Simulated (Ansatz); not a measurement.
# Ir (Fm-3m): band-structure transport figures

```xyz
1
Lattice="0.0000 1.9065 1.9065 1.9065 0.0000 1.9065 1.9065 1.9065 0.0000" Properties=species:S:1:pos:R:3 pbc="T T T"
Ir     0.0000     0.0000     0.0000
```

Method: PBEsol, rigid bands (plane waves, PAW, scalar-relativistic; Ansatz, an electronic-structure program). Condition of this run: hydrostatic pressure 5 GPa (the target of the relaxation). How the cell was made: cell and atoms relaxed with PBEsol, then loaded as said.

```
Property                                                           Value
------------------------------------  ----------------------------------
density of states at the Fermi level  0.865 states/(eV·cell), both spins
bare Sommerfeld coefficient                     2.0 mJ/(mol of atoms·K²)
Drude plasma energy                                              10.9 eV
root-mean-square Fermi velocity                                8.5e5 m/s
resistivity times τ                                     4.1 ×10⁻²² Ω·m·s
resistivity times mean free path                         3.7 ×10⁻¹⁶ Ω·m²
```

A metal at this level (no band gap); rigid bands, thermally averaged at 300 K, both spins. Spin-orbit coupling is left out, which matters with elements this heavy. τ is one relaxation time for all states; the product of resistivity and mean free path takes one path for all states instead.
